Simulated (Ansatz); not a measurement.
Consider the following.

```yaml
crystal:
  lattice:
    - [0.00000, 4.54154, 4.54154]
    - [4.54154, 0.00000, 4.54154]
    - [4.54154, 4.54154, 0.00000]
  atoms:
    - { symbol: Zr, position: [0.62500, 0.62500, 0.12500] }
    - { symbol: Zr, position: [0.62500, 0.12500, 0.62500] }
    - { symbol: Zr, position: [0.62500, 0.62500, 0.62500] }
    - { symbol: Zr, position: [0.12500, 0.62500, 0.62500] }
    - { symbol: Zr, position: [0.25000, 0.25000, 0.25000] }
    - { symbol: Zr, position: [0.00000, 0.00000, 0.00000] }
    - { symbol: N, position: [0.86706, 0.86706, 0.39882] }
    - { symbol: N, position: [0.38294, 0.85118, 0.38294] }
    - { symbol: N, position: [0.86706, 0.86706, 0.86706] }
    - { symbol: N, position: [0.85118, 0.38294, 0.38294] }
    - { symbol: N, position: [0.86706, 0.39882, 0.86706] }
    - { symbol: N, position: [0.38294, 0.38294, 0.85118] }
    - { symbol: N, position: [0.39882, 0.86706, 0.86706] }
    - { symbol: N, position: [0.38294, 0.38294, 0.38294] }
```

Calculation: PBEsol, rigid bands (plane waves, PAW, scalar-relativistic; Ansatz, a program for electronic structure). How the cell was made: cell and atoms relaxed with PBEsol.

Question: Predict the hole conductivity mass (n e² τ/σ) at 300 K, by direction if it differs.

Answer: 0.69 mₑ.

Question: What conductivity effective mass do dilute electrons have at 300 K?

Answer: 0.29 mₑ.

Question: And the band gap?

Answer: 0.50 eV at this level; semilocal functionals usually fall short of the measured gap.

Rigid bands, one relaxation time for all states, no polarons. Spin-orbit coupling is left out; where it splits the top of the valence band it changes the hole mass and lowers the gap by about a third of the splitting.

Computed structure with no diffraction record at hand here (it may be known, metastable or hypothetical): Zr3N4 (Fd-3m).
